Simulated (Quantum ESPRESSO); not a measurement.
Quantum ESPRESSO 7.5, DFT, PBE, plane waves, SSSP 1.1.2 efficiency PBE: hcp Mg, atoms displaced (Mg12), 12 atoms. Basis and mesh were picked for this test and aren't claimed converged.

```yaml
cell: 3.21, 3.21, 31.27 Å; 90, 90, 120°
distance_to_the_nearest_atom: 2.80 to 3.19 Å
task: scf
k mesh: 5×5×1
ecutwfc: 45 Ry
ecutrho: 360 Ry
occupations: smearing
smearing: mv
degauss: 0.02 Ry
conv_thr: 1.2e-08 Ry
tprnfor: true
tstress: false
k-point pools (-nk): 8
diagonalization: david (default)
k-points computed: 13
bands: 16
electrons: 24
G-vectors of the density: 217173
FFT grid: 40×40×360
```

Settings of this run: mixing_mode = plain, mixing_beta = 0.7, mixing_ndim = 4; 8 ranks.

```tsv
SCF iteration	band solver's avg # of iterations (first pass)	estimated scf accuracy (Ry)
1	2.5	0.06618183
2	6.2	3.82140369
3	7.7	7.89954224
4	4.8	1.03127011
5	2.7	0.07706970
6	3.5	2.49199367
7	3.6	0.32676064
8	4.2	0.84391888
9	6.8	21.92372793
10	5.4	0.32418276
11	4.9	1.43975549
12	8.2	37.49197406
13	7.3	6.61914690
14	7.8	10.80137078
…	…	…
51	23.7	1006.04441674
52	26.8	1009.19764125
53	26.8	1014.13284302
54	26.2	1015.22412314
55	27.0	1014.28778613
56	29.4	1019.93165073
57	24.1	1006.43467023
58	27.2	1014.05448526
…	…	…
93	21.6	1009.44887981
94	28.3	1019.69348166
95	27.5	1009.85154028
96	29.4	1030.47752325
97	26.1	1013.86188632
98	28.2	1025.69375972
99	20.5	1009.19733408
100	27.2	1019.10101103
```

It was not converged after the 100 iterations allowed.

Task: Which change of settings makes this cycle converge?

Result: Several could match; the one computed here: mixing_ndim = 16 (17 SCF iterations), all else kept. The other changes of this size gave: mixing_ndim = 8 (default) (23). With more settings changed, the fewest of all runs of this system: mixing_mode = TF, mixing_beta = 1, mixing_ndim = 8 (default) (8). Counts are of single runs.
